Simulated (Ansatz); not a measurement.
**BBi (model structure, started from the wurtzite type, P6₃mc, No. 186, 4 atoms in the cell)**

Computed with r²SCAN+rVV10 (Ansatz, a first-principles code, plane waves, PAW).

Settings: plane-wave cutoff 560 eV, 18×18×10 k mesh (along the axes of the cell as run), Fermi–Dirac smearing 0.05 eV, scalar-relativistic PAW data made under PBE.

Cell (relaxed at this level):

```cif
data_B2Bi2
_chemical_formula_sum 'B2 Bi2'
_space_group_name_H-M_alt 'P63mc'
_space_group_IT_number 186
_space_group_name_Hall 'P 6c -2c'
_cell_length_a 3.85048
_cell_length_b 3.85048
_cell_length_c 6.35456
_cell_angle_alpha 90.000
_cell_angle_beta 90.000
_cell_angle_gamma 120.000
loop_
_atom_site_label
_atom_site_type_symbol
_atom_site_symmetry_multiplicity
_atom_site_Wyckoff_symbol
_atom_site_fract_x
_atom_site_fract_y
_atom_site_fract_z
_atom_site_occupancy
B1 B 2 b 0.33333 0.66667 0.49981 1
Bi1 Bi 2 b 0.33333 0.66667 0.12539 1
```

For BBi (model structure, started from the wurtzite type, P6₃mc, No. 186, 4 atoms in the cell), the band gap is 0.22 eV.

Note: the relaxation could raise the start's symmetry but not lower it, so the cell can be a saddle point.

Spin–orbit coupling is not included; it can close the smallest gap of 0.22 eV.

The computed numbers hold no vibrational or temperature effects.

It cost around 70 core-seconds (rough) of CPU time.

A model structure was made by putting elements into a prototype or built by hand; it is no filed structure, need not be a known phase, and can be a saddle point held by its symmetry.
